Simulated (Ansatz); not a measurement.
The starting structures come from a database of crystals and need not be the phases stable at ambient conditions.

 Where the default PAW files enter, the runs use the earlier of Ansatz's two default sets.

Crystal: Li$_{2}$Se (Fm-3m, anti-fluorite, not sure to be the ambient phase, 3 atoms a cell, 17.6 Å³ an atom); planes in its conventional cell.

Calculation: r2SCAN (plane waves, PAW; Ansatz, a quantum-chemistry and plane-wave program).

The gap is the functional's own. No spin-orbit coupling. Mid-gap values are interpolated on the energy grid.

```json
[
 {"plane": "(110)", "area of the cell (Å²)": "25.1", "mid-gap κ (1/Å)": "0.26", "largest κ in the gap (1/Å)": "0.26"},
 {"plane": "(111)", "area of the cell (Å²)": "15.3", "mid-gap κ (1/Å)": "?", "largest κ in the gap (1/Å)": "0.26"},
 {"plane": "(001)", "area of the cell (Å²)": "17.7", "mid-gap κ (1/Å)": "?", "largest κ in the gap (1/Å)": "?"}
]
```

Question: The slowest decay depends on the direction. Supply the withheld values.

Answer: 
- (111), mid-gap κ (1/Å): 0.25
- (001), mid-gap κ (1/Å): 0.29
- (001), largest κ in the gap (1/Å): 0.29
